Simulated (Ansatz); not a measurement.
Hf: pressure series

Take Hf in the hcp (Mg type) structure (space group P6_3/mmc, No. 194; a = 3.1179 Å, c = 4.9463 Å) as the base.

Cell and atoms are relaxed at each pressure.

Calculations: LDA (Ansatz, a first-principles code; PAW; 420 eV plane waves; without spin-orbit coupling).

Notes on the quantities. enthalpy: H = E + PV relative to the base's energy.

```json
[
 {"change": "base", "density": "14.24 g/cm³", "enthalpy": "–"},
 {"change": "pressure −2 GPa", "density": "13.99 g/cm³", "enthalpy": "-0.26 eV/atom"},
 {"change": "pressure −1 GPa", "density": "14.12 g/cm³", "enthalpy": "-0.13 eV/atom"},
 {"change": "pressure 0.9 GPa", "density": "14.34 g/cm³", "enthalpy": "+0.12 eV/atom"},
 {"change": "pressure 2.1 GPa", "density": "14.48 g/cm³", "enthalpy": "+0.27 eV/atom"},
 {"change": "pressure 4.5 GPa", "density": "14.75 g/cm³", "enthalpy": "+0.57 eV/atom"},
 {"change": "pressure 9 GPa", "density": "15.22 g/cm³", "enthalpy": "+1.13 eV/atom"},
 {"change": "pressure 15 GPa", "density": "15.81 g/cm³", "enthalpy": "+1.85 eV/atom"},
 {"change": "pressure 22.5 GPa", "density": "16.48 g/cm³", "enthalpy": "+2.70 eV/atom"}
]
```

Load acts through the strain it causes; cell and atoms are relaxed under it. Stability against distortions was not tested. Competing high-pressure phases were not computed. The final runs are not spin-polarised.
